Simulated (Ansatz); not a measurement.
Base system: Ta in the bcc (W type) structure (space group Im-3m, No. 229; a = 3.3061 Å; relaxed with 0.1 eV smearing). Axes: x, y, z lie along the cube axes.

The values are results of Ansatz (an electronic-structure program), r2SCAN, PAW, cutoff 500 eV, scalar-relativistic without spin-orbit coupling, not measurements.

Base values:

The shortest interatomic distance is 2.863 Å and the pressure comes out as 0.0 GPa.

Now apply this change: a pure shear with ε_xy = ε_yx = 0.0114, atoms relaxed at fixed cell.

Problem. What happens to the energy relative to the base?

Solution. The energy increases by 2.2 meV/atom.

Problem. What happens to the shortest interatomic distance?

Solution. The shortest interatomic distance drops by 0.022 Å (2.863 Å → 2.841 Å).

Problem. Predict the new pressure.

Solution. The pressure (mean of the normal stresses, compression positive) hardly moves (0.0 GPa against 0.1 GPa).

The cells carry an imposed strain or load. No phonon test of stability was made. All final runs are without spin polarisation.
